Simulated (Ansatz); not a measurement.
Consider this model of amorphous Sn12Sb12S36.

```xyz
60
Lattice="11.6127 0.2316 0.2015 0.2316 12.1784 0.0989 0.2015 0.0989 10.8359" Properties=species:S:1:pos:R:3 pbc="T T T"
Sn     6.9012     0.8383    10.5056
Sn     0.1549     0.6367     4.1681
Sn     9.4996     8.6502     7.6970
Sn     9.6899     4.9143     7.6770
Sn     0.6975     9.7202     1.8741
Sn     3.1830     5.7392     2.2797
Sn     6.0959     8.0125     5.8627
Sn     0.8163     7.4445     9.7181
Sn    10.6013     3.6020     0.7765
Sn     5.5100    12.2093     6.7481
Sn     5.6710     4.2635     6.5353
Sn     1.8756     6.1180     5.6928
Sb    10.4254    10.9353     9.9300
Sb     5.6843     9.5659     9.5912
Sb     7.0707     5.0597    10.0685
Sb     2.8293     0.5966     1.3413
Sb     2.5728     9.8894     6.4909
Sb     1.3576     1.8215     8.2052
Sb     3.0577     3.1547     4.8940
Sb     8.9886     1.1098     7.0135
Sb     8.1175    11.3164     3.4628
Sb     7.7412     4.5903     3.2748
Sb    10.3241     7.5485     3.6521
Sb     3.5363     4.6910     9.3826
S     10.2450     4.9045     3.1036
S      1.2682     7.6387     3.4846
S      6.1920     7.5314     8.2676
S      2.8162     7.6617     7.5223
S      7.8363     5.4643     5.9115
S     11.2481    10.6258     7.4937
S      4.0690     7.7790     1.0317
S      2.5091     8.8193     0.1975
S      7.1006     2.4871     7.8536
S      5.4136     2.6341     4.4553
S      3.5459     2.1977     9.4556
S      1.5631     5.3184     0.2164
S      8.2266    10.9335     1.0792
S     10.6173     8.3129     1.0987
S      7.0210     6.8557     2.2858
S     10.9178     6.8241     6.3379
S     10.5080    10.4756     3.9059
S      7.9881     3.4051     0.8172
S      9.5894     1.1546     9.4414
S      8.7486     1.5403     3.4840
S      1.3420     4.2496     7.8331
S      2.5043     0.9467     6.1091
S      5.1453     0.6414     2.3244
S      4.8674     6.3344     4.6325
S     10.6514     2.8623     6.4520
S      4.9913    11.1297     1.1417
S      1.6802     2.5824     2.9565
S      4.8076    10.0295     5.1859
S      3.7794    10.9596     8.4605
S      4.9368     4.2805     0.6462
S      7.3659    11.0118     8.5120
S      7.8051     6.9939     0.3820
S      2.2701    11.1665     3.2469
S     10.3153     1.2879     2.1207
S      8.2534     9.0441     5.4318
S      0.8575    11.5343    10.8366
```

Method: PBE-D3(BJ), scalar-relativistic without spin-orbit coupling (plane waves to 420 eV, PAW; Ansatz, a first-principles code).

A CHGNet melt-quench gave the starting glass, which DFT then relaxed. The hot cell started wider than the set density and was brought back towards it in steps. It is the lowest in DFT energy of 3 quenches. It is a model cell: composition and starting density were chosen by hand, and all elements were melted together. The geometry includes D3(BJ) dispersion. Its density started from a set value of 3.92 and ended at 4.38 g/cm³. Cooling (nominally 79 K/ps over its main leg) ran many orders faster than in experiment, which tends to leave more defects and strain. Values belong to this one cell and scatter from quench to quench. Volume and shape were free in the relaxation.

Neighbours within Sn-Sn 3.34 Å, Sn-Sb 3.34 Å, Sn-S 3.02 Å, Sb-Sb 3.34 Å, Sb-S 2.92 Å, S-S 2.39 Å count as bonded.

### Question
Give the coordination numbers, mean bond lengths and angles.

### Answer

```json
{
  "Mean coordination of Sn": "4.17 (3 with 3, 5 with 4, 3 with 5, 1 with 6)",
  "Mean coordination of Sb": "3.67 (6 with 3, 4 with 4, 2 with 5)",
  "Mean coordination of S": "2.67 (14 with 2, 20 with 3, 2 with 4)",
  "Mean Sn-S bond": "2.695 Å (spread 0.148 Å, 47 counted)",
  "Mean Sb-S bond": "2.569 Å (spread 0.109 Å, 41 counted)",
  "Mean S-S bond": "2.091 Å (spread 0.040 Å, 4 counted)",
  "Mean Sn-Sb bond": "3.298 Å (spread 0.020 Å, 3 counted)",
  "Bond angle at Sn": "mean 99.9°, spread 28.0°",
  "Bond angle at Sb": "mean 99.5°, spread 24.2°",
  "Bond angle at S": "mean 103.8°, spread 17.4°"
}
```

### Question
List the pairs of like atoms that count as bonded by the rules above.

### Answer
S31-S32 (2.05 Å), S39-S56 (2.06 Å), S44-S58 (2.09 Å), S47-S50 (2.16 Å).
